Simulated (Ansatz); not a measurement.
# BAs, response to strain

Take BAs in the zinc blende structure (space group F-43m, No. 216) as the base.

```xyz
2
Lattice="0.0000 2.3919 2.3919 2.3919 0.0000 2.3919 2.3919 2.3919 0.0000" Properties=species:S:1:pos:R:3 pbc="T T T"
B      0.0000     0.0000     0.0000
As     1.1960     1.1960     1.1960
```

Cartesian axes are those of the cell as printed.

Strains are applied to the cell and any free atomic positions relax; under biaxial strain the out-of-plane vector relaxes too.

All numbers come from r2SCAN, PAW, 500 eV (Ansatz, a first-principles code; scalar-relativistic without spin-orbit coupling).

| variant | shortest interatomic distance | band gap | gap character | smallest direct gap |
|---|---|---|---|---|
| base | 3.915 bohr | 1.38 eV | – | 3.44 eV |
| biaxial strain +0.50 %, plane normal [001], relaxed out of plane | 3.925 bohr | 1.27 eV | indirect, Γ → Γ–M (82 % along) | 3.35 eV |
| biaxial strain +1.00 %, plane normal [001], relaxed out of plane | 3.935 bohr | 1.17 eV | indirect, Γ → Γ–M (82 % along) | 3.26 eV |
| biaxial strain +1.50 %, plane normal [001], relaxed out of plane | 3.945 bohr | 1.06 eV | indirect, Γ → Γ–M (82 % along) | 3.17 eV |
| biaxial strain +2.00 %, plane normal [001], relaxed out of plane | 3.955 bohr | 0.96 eV | indirect, Γ → Γ–M (82 % along) | 3.08 eV |
| biaxial strain +2.50 %, plane normal [001], relaxed out of plane | 3.965 bohr | 0.86 eV | indirect, Γ → Γ–M (76 % along) | 3.00 eV |
| biaxial strain +3.00 %, plane normal [001], relaxed out of plane | 3.976 bohr | 0.76 eV | indirect, Γ → Γ–M (78 % along) | 2.92 eV |

No phonon test of stability was made. k-point labels follow each cell's own Brillouin zone.
